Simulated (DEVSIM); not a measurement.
Device: Au/Si3N4/SiO2/p-Si capacitor, at 300 K.

```tsv
layer (left to right)	material	thickness (nm)	Na (cm⁻³)
1	Si3N4	2.40	-
2	SiO2	0.690	-
3	Si	4700	7.5e15
```

Metal gate on the left, work function 5.1 eV. Fixed charge at the semiconductor interface 7.2e11 cm⁻² (in units of +e); no interface traps.

Constants are typed, rounded textbook-type inputs, not results; the design itself was drawn at random and stands for no fabricated device. Values at 300 K.

| parameter | Si3N4 | SiO2 | Si |
|---|---|---|---|
| gap (eV) | 5.1 | 9 | 1.124 |
| affinity (eV) | 2.1 | 0.9 | 4.05 |
| permittivity | 7.5 | 3.9 | 11.7 |
| Nc (cm⁻³) | - | - | 2.86e19 |
| Nv (cm⁻³) | - | - | 3.1e19 |

DEVSIM, 1D Poisson equation in equilibrium, Boltzmann statistics, complete ionisation; no quantum confinement or tunnelling. Metal contacts follow the ideal Schottky-Mott rule: no Fermi-level pinning, no interface dipoles.

**Question.** Tabulate band edges, carrier densities and field at 0.6 V on the gate.

**Answer.** Energies count from the Fermi level of the right contact; mesh points crowd at the junctions.

```tsv
x (μm)	Ec (eV)	Ev (eV)	n (cm⁻³)	p (cm⁻³)	field (V/cm)
0.000	2.400	-2.700	< 1e2	< 1e2	-120000
0.0009200	2.389	-2.711	< 1e2	< 1e2	-120000
0.001880	2.377	-2.723	< 1e2	< 1e2	-120000
0.002677	3.564	-5.436	< 1e2	< 1e2	-230000
0.003672	0.407	-0.717	4.2e12	2.8e7	33000
0.005729	0.413	-0.711	3.2e12	3.6e7	33000
0.01050	0.429	-0.695	1.8e12	6.6e7	32000
0.02643	0.479	-0.645	2.5e11	4.6e8	31000
0.05533	0.563	-0.561	1.0e10	1.2e10	27000
0.1224	0.719	-0.405	2.3e7	5.0e12	19000
0.2645	0.884	-0.240	41000	2.8e15	4600
0.7784	0.909	-0.215	15000	7.5e15	≈ 0
1.695	0.909	-0.215	15000	7.5e15	≈ 0
3.241	0.909	-0.215	15000	7.5e15	≈ 0
4.192	0.909	-0.215	15000	7.5e15	≈ 0
4.470	0.909	-0.215	15000	7.5e15	≈ 0
4.600	0.909	-0.215	15000	7.5e15	≈ 0
4.657	0.909	-0.215	15000	7.5e15	≈ 0
4.688	0.909	-0.215	15000	7.5e15	≈ 0
4.697	0.909	-0.215	15000	7.5e15	≈ 0
4.701	0.909	-0.215	15000	7.5e15	≈ 0
4.703	0.909	-0.215	15000	7.5e15	≈ 0
```
